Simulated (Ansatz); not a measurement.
Level of theory: PBE (plane waves to 420 eV, PAW; Ansatz, an electronic-structure program).

Plane-averaged electrostatic potential energy along the normal, in eV from the Fermi level, for a constructed model of the (110) surface of bcc Mo, a pseudomorphic layer of Fe in the host's stacking (bottom of the slab: a bare face, its two planes held):

```tsv
z (Å)	V (eV)
3.89	4.66
4.17	4.66
4.44	4.65
4.72	4.64
5.00	4.63
5.28	4.59
5.56	4.52
5.83	4.40
6.11	4.15
6.39	3.67
6.67	2.77
6.94	1.07
7.22	-2.44
7.50	-9.52
7.78	-17.83
8.06	-22.81
8.33	-21.76
8.61	-15.29
8.89	-7.07
9.17	-2.35
9.44	-3.18
9.72	-9.44
10.00	-17.84
10.28	-23.13
10.56	-22.38
10.83	-16.00
11.11	-7.64
11.39	-2.61
11.67	-3.10
11.94	-9.03
12.22	-17.39
12.50	-22.91
12.78	-22.50
13.06	-16.36
13.33	-7.99
13.61	-2.69
13.89	-2.93
14.17	-8.65
14.44	-17.02
14.72	-22.75
15.00	-22.62
15.28	-16.70
15.56	-8.33
15.83	-2.80
16.11	-2.77
16.39	-8.23
16.67	-16.60
16.94	-22.57
17.22	-22.74
17.50	-17.04
17.78	-8.66
18.06	-2.89
18.33	-2.57
18.61	-7.73
18.89	-16.07
19.17	-22.30
19.44	-22.90
19.72	-17.59
20.00	-9.42
20.28	-3.72
20.56	-4.56
20.83	-9.59
21.11	-13.53
21.39	-13.79
21.67	-10.08
21.94	-4.01
22.22	0.53
22.50	2.36
22.78	3.28
23.06	3.75
23.33	3.99
23.61	4.12
23.89	4.18
24.17	4.21
24.44	4.23
24.72	4.24
25.00	4.24
25.28	4.25
25.56	4.25
```

Set-up: 7 atoms, 13.7 Å thick at the start with caps and adatoms (thin: gaps and levels are the slab's own); mesh 14x14x1; 0.1 eV smearing; dipole correction on; 2 atoms held, the rest relaxed; held to the start's symmetry, so lower structures may exist; spin-polarised, ending with about 2.4 μB a cell; orders that need a larger cell were not tried, no spin-orbit, no U. It is one candidate, not shown to be the stable structure of the face.

### Question
The surface cell has an area of 7.06 Å². What dipole along the normal does the step between the two vacuum levels imply?

### Answer
the top vacuum level lies 0.41 eV below the bottom one; p = −ε₀ A ΔV (ε₀ = 0.005526 e/(V·Å)) gives 0.02 e·Å a cell.
